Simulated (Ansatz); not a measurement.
**A self-consistent single point of Ge2W (I4mm, 3 atoms in the cell) with Ansatz (an electronic-structure program)**

Computed with PBEsol, default PAW files made with PBE (plane waves; Ansatz).

This input was run:

Ansatz 0.2 input:
```yaml
crystal:
  lattice:
    - [-1.670601, 1.670601, 4.109244]
    - [1.670601, -1.670601, 4.109244]
    - [1.670601, 1.670601, -4.109244]
  atoms:
    - { symbol: Ge, position_ang: [-0.000000, 0.000000, 2.824481] }
    - { symbol: Ge, position_ang: [0.000000, -0.000000, 5.444009] }
    - { symbol: W, position_ang: [0.000000, 0.000000, 0.000000] }
basis:
  ecutwfc: 420.0
kpoints:
  mp_grid: { grid: [14, 14, 14] }
hamiltonian:
  xc: pbesol
  pseudopotentials: { kind: paw }
scf:
  occupations: { method: gaussian, width: 0.1 }
output:
  forces: true
  eigenvalues: true
  stress: true
```

The program printed (abridged):

```
WARN ansatz: RAYON_NUM_THREADS=1 ignored (pool sized by the plan → 1); use --threads N
basis.fft_grid_basis auto: the FFT boxes are laid along the combinations [[1, 0, 1], [0, 1, 1], [0, 0, 1]] of the cell's own vectors, 3.341, 3.341 and 4.740 Å …
Pseudopotentials: kind: paw
Pseudopotential: Ge, paw, valence charge 14
Pseudopotential: W, paw, valence charge 14
Crystal: 3 atoms, lattice volume = 45.874 Å³
Basis set: ecut = 420 eV, 897 PW (Γ), FFT grids on a1+a3, a2+a3, a3, exchange–correlation on 48×48×64 points (8 copies of the dense FFT grid, shifted against one another)
Bands: 26, of which v1, the nominal top of the filled ones, is band 21 counted from 1 (20 counted from 0)
Symmetry: 8 space group operations
Space group: I4mm (ITA 107), of the structure as read, at distance tolerance 3.6e-5 Å
k-points: 244 of 2744 (time reversal used)
PAW frozen core: Ge, regenerated for the run's functional, and the local potential with it
PAW frozen core: W, regenerated for the run's functional, and the local potential with it
Initial density: superposition of atomic densities (neutral atoms: chi_scale 0, normalization atom), corrected by the library's trained network
Initial wavefunctions: pseudopotential atomic-orbital guess
Eigensolver: davidson
Functional: x = pbesol(κ = 0.804, μ = 0.12345679012345678), c = pbesol(β = 0.046)
SCF iter   1: F=—  HF=-18763.623065 eV  |F-HF|=—  |Δ(HF+E_count)|=         —  Δρ=3.40e-3  dr2=4.22e-3  ethr=1.77e-3  ⟨swp⟩=5.3  Hψ=28166  notcnv=0
all-band conjugate gradients solve this SCF's bands
preconditioner: auto → Kerker (q_TF=auto, 2.688 Å⁻¹)
SCF iter   2: F=—  HF=-18763.622130 eV  |F-HF|=—  |Δ(HF+E_count)|=   9.36e-4  Δρ=1.87e-3  dr2=9.65e-4  ethr=1.01e-5  ⟨swp⟩=2.0  Hψ=10960  notcnv=0
SCF iter   3: F=—  HF=-18763.622113 eV  |F-HF|=—  |Δ(HF+E_count)|=   1.70e-5  Δρ=9.46e-4  dr2=3.17e-4  ethr=2.30e-6  ⟨swp⟩=1.0  Hψ=6140  notcnv=0
SCF iter   4: F=—  HF=-18763.622061 eV  |F-HF|=—  |Δ(HF+E_count)|=   5.16e-5  Δρ=1.35e-4  dr2=5.95e-6  ethr=7.55e-7  ⟨swp⟩=2.0  Hψ=7611  notcnv=0
SCF iter   5: F=—  HF=-18763.622043 eV  |F-HF|=—  |Δ(HF+E_count)|=   1.78e-5  Δρ=3.75e-5  dr2=4.23e-7  ethr=1.42e-8  ⟨swp⟩=2.0  Hψ=10266  notcnv=0
SCF iter   6: F=-18763.622043 eV  HF=-18763.622043 eV  |F-HF|=9.24e-10  |Δ(HF+E_count)|=   1.44e-7  Δρ=7.57e-6  dr2=1.47e-8  ethr=2.38e-10  ⟨swp⟩=7.2  Hψ=27351  notcnv=0
SCF 1 converged in 6 iterations: F = -18763.622043 eV  dr2 = 1.47e-8
SCF converged after 6 iterations
Free energy (F): -18763.622043 eV
Harris-Foulkes:  -18763.622043 eV  (|F-HF|=9.24e-10)
Internal energy: -18763.617913 eV  (E = F + TS)
E sigma→0 (E₀):  -18763.619978 eV
Entropy (-TS):   -0.004131 eV (-1.377 meV/atom)
Fermi energy:    17.327778 eV
--- Per-component energies (eV) ---
  E_band       = -213.346973
  E_kinetic    = 677.704657
  E_local      = -4513.667167  (includes V_loc(G=0)·N_el)
  E_nonlocal   = 845.406792
  E_hartree    = 1952.202103
  E_xc         = -417.447686
  E_vxc        = -371.232532  (∫ρ·V_xc dr)
  E_paw        = -12395.773990  (= ΣΔE_a)
  E_vpaw       = -755.965279  (= ΣTr[D̂ρ^β])
  E_aug_tail   = 0.000527  (compensation charges beyond the density's cutoff)
  E_ewald      = -4914.100814
  E_core_change = 2.057665  (= ΣΔE_core)
  E_smearing   = -0.004131  (= −TS)
  E_closure    = -0.000000  (closes the sum)
  Σ components = -18763.622043   (vs F -18763.622043, Δ=0.00e0)
--- Forces (eV/Å), atoms counted from 1 ---
  atom   1  Ge    -0.00000000    -0.00000000    -0.58806976
  atom   2  Ge    -0.00000000     0.00000000     0.37077052
  atom   3  W      0.00000000    -0.00000000     0.21729537
  max |Σ_I F_I| component: 3.88e-6 eV/Å
--- Stress (GPa, compression-positive) ---
       -4.821854      -0.000000       0.000000
       -0.000000      -4.821854       0.000000
        0.000000       0.000000      -1.893077
  P = ⅓ Tr σ = -3.8456 GPa (-38.456 kbar)
  The stress holds the Pulay correction. Without it, at fixed plane waves, as pw.x and ABINIT print it: P = -3.8900 GPa
--- Band table (eV; the first three rows and the last of 244) ---
  k-point 0: bands = ["-56.6597", "-20.9144", "-20.9144", "-20.8822", "-7.4212", "-7.4156", "-7.4115", "-7.3752", "-7.3752", "-7.3471", "-7.3471", "-7.3417", "-7.3362", "-7.2955", "3.3788", "10.9781", "12.3745", "14.4408", "14.8969", "14.8969", [...]
  k-point 1: bands = ["-56.6593", "-20.9211", "-20.9205", "-20.8809", "-7.4238", "-7.4163", "-7.4085", "-7.3772", "-7.3749", "-7.3501", "-7.3492", "-7.3384", "-7.3319", "-7.2943", "3.5314", "11.1187", "12.1111", "14.4586", "14.5929", "15.2872", [...]
  k-point 2: bands = ["-56.6581", "-20.9395", "-20.9374", "-20.8771", "-7.4351", "-7.4158", "-7.4014", "-7.3814", "-7.3728", "-7.3533", "-7.3527", "-7.3316", "-7.3249", "-7.2900", "3.9787", "11.4798", "11.6525", "13.8641", "14.5343", "15.7402", [...]
  k-point 243: bands = ["-56.6597", "-20.9146", "-20.9146", "-20.8896", "-7.4961", "-7.4267", "-7.4267", "-7.4232", "-7.4054", "-7.3251", "-7.3055", "-7.2974", "-7.2974", "-7.2759", "5.5033", "6.0852", "14.2070", "15.5699", "16.6657", "16.6657", [...]
```

The run converged in 6 iterations.

The starting cell comes from a database of computed structures (which also holds hypothetical and non-ambient phases and stackings), without a prior relaxation at this level. Its lattice was rescaled by up to half a per cent. One atom was moved a little off its site on purpose. Spin-orbit coupling is off. Spin polarisation is off. With a pressure of about -4 GPa the cell is away from its equilibrium volume at this level. Ansatz's pressure includes its estimate of the finite-basis (Pulay) stress.
